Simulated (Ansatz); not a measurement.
Cubic perovskite CsCaF3, treated with LDA (plane waves, PAW; Ansatz, an electronic-structure program).

Run with plane-wave cutoff 500 eV, 10×10×10 k mesh, Fermi–Dirac smearing 0.05 eV, scalar-relativistic PAW data made under PBE.

Computed at the level's own relaxed cell.

**Question.** Give the computed volume per atom, lattice parameter a and band gap.

**Answer.** 
volume per atom: 17.12 Å³/atom
lattice parameter a: 4.407 Å
band gap: 7.31 eV (on the SCF k mesh)

Note: the relaxation could not lower the start's symmetry, so the cell can be a saddle point above a distorted one.

Spin–orbit coupling is not included.

Computing time: roughly 50 core-seconds.
